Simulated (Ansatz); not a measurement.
L1₂ (Cu3Au-type) Al3Sc was calculated with r²SCANh (PAW; Ansatz, an electronic-structure program).

Input file:

Ansatz 0.2 input:
```yaml
crystal:
  lattice:
    - [4.0487009804, 0.0, 0.0]
    - [0.0, 4.0487009804, 0.0]
    - [0.0, 0.0, 4.0487009804]
  atoms:
    - { symbol: Sc, position: [0.0, 0.0, 0.0] }
    - { symbol: Al, position: [0.0, 0.5, 0.5] }
    - { symbol: Al, position: [0.5, 0.0, 0.5] }
    - { symbol: Al, position: [0.5, 0.5, 0.0] }
basis:
  ecutwfc: 520
  ecutrho_ratio: 4
  xc_grid: 3
kpoints:
  mp_grid: { grid: [8, 8, 8] }
hamiltonian:
  xc: r2scanh
  dispersion: none
  pseudopotentials: { kind: paw }
scf:
  occupations: { method: fermi_dirac, width: 0.05 }
  convergence: { dr2_threshold: 0.0000000004 }
output:
  forces: true
  stress: true
  eigenvalues: true
```

How many irreducible k-points, plane waves at Γ does the program set up, and what pressure does the run end with?

35 irreducible k-points, 1791 plane waves at Γ; P = 2.54 GPa, so the cell is compressed on average and its volume would grow at this level.

From the output:

```
WARN output.stress: scf.exx.energy_threshold = 1e-6 eV is looser than the 4e-8 eV advised for a stress under a hybrid functional (1e-8 eV for each atom of the …
Crystal: 4 atoms, lattice volume = 66.366 Å³
Basis set: ecut = 520 eV, 1791 PW (Γ), exchange–correlation on 96×96×96 points (27 copies of the dense FFT grid, shifted against one another)
Bands: 14, of which v1, the nominal top of the filled ones, is band 10 counted from 1 (9 counted from 0)
Symmetry: 48 space group operations
Space group: Pm-3m (ITA 221), of the structure as read, at distance tolerance 4.0e-5 Å
k-points: 35 of 512
Functional: x = r2scan, c = r2scan; τ floored in thin density (d = 2e-4 eV/Å³), warm-up for x = 0.9 r2scan + 0.1 exact, c = r2scan; τ floored in thin density (d = 2e-4 eV/Å³)
SCF iter   1: F=—  HF=-3763.686415 eV  |F-HF|=—  |Δ(HF+E_count)|=         —  Δρ=6.02e-3  dr2=2.22e-2  dr2_τ=2.49e-2
SCF iter   2: F=—  HF=-3763.759856 eV  |F-HF|=—  |Δ(HF+E_count)|=   7.34e-2  Δρ=3.41e-3  dr2=8.74e-3  dr2_τ=1.38e-4
  ...
SCF 1 converged in 10 iterations: F = -3763.758070 eV  dr2 = 2.13e-10
Crystal: 4 atoms, lattice volume = 66.366 Å³
Initial density: handed on by an earlier stage of this run
Functional: x = 0.9 r2scan + 0.1 exact, c = r2scan; τ floored in thin density (d = 2e-4 eV/Å³)
Crystal: 4 atoms, lattice volume = 66.366 Å³
SCF iter   4: F=—  HF=-3763.224308 eV  |F-HF|=—  |Δ(HF+E_count)|=   4.26e-9  Δρ=8.83e-7  dr2=1.01e-9  dr2_τ=3.36e-11
SCF iter   5: F=-3763.224308 eV  HF=-3763.224308 eV  |F-HF|=7.28e-12  |Δ(HF+E_count)|=  3.77e-11  Δρ=1.13e-7  dr2=2.48e-11  dr2_τ=7.99e-13
SCF 3 converged in 5 iterations: F = -3763.224308 eV  dr2 = 2.48e-11
Free energy (F): -3763.224308 eV
Internal energy: -3763.218508 eV  (E = F + TS)
E sigma→0 (E₀):  -3763.221408 eV
Fermi energy:    9.648697 eV
--- Forces (eV/Å), atoms counted from 1 ---
  atom   1  Sc     0.00000000     0.00000000    -0.00000000
  atom   2  Al     0.00000000    -0.00000000     0.00000000
  atom   3  Al     0.00000000    -0.00000000     0.00000000
  atom   4  Al    -0.00000000    -0.00000000    -0.00000000
--- Stress (GPa, compression-positive) ---
        2.535917      -0.000000       0.000000
        0.000000       2.535917      -0.000000
        0.000000      -0.000000       2.535917
  P = ⅓ Tr σ = 2.5359 GPa (25.359 kbar)
```

The cell is one volume of an energy–volume scan, off the minimum.

The PAW data were made under PBE.

Note: the run warned that the count of filled bands differs between k points.

The result took roughly 6 core-minutes.
